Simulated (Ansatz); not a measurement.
System: α-phase CO. Method: LDA (PAW; Ansatz, a first-principles code).

Numerical settings: plane-wave cutoff 520 eV, 6×6×6 k mesh, scalar-relativistic PAW data made under PBE.

Computed at the level's own relaxed cell.

Elastic tensor (GPa, Voigt notation, ions relaxed):

```
    5.7     6.8     6.8     0.0     0.0     0.0
    6.8     5.7     6.8     0.0     0.0     0.0
    6.8     6.8     5.7     0.0     0.0     0.0
    0.0     0.0     0.0     2.3     0.0     0.0
    0.0     0.0     0.0     0.0     2.3     0.0
    0.0     0.0     0.0     0.0     0.0     2.3
```

Is the crystal stable against homogeneous strain at this level?

No. For a cubic crystal C11 − C12 = -1.1, C11 + 2C12 = 19.3 and C44 = 2.3 GPa must all be positive. The smallest eigenvalue of the tensor is -1.1 GPa.

Note: the volume lies 22 % below that of the published cell.
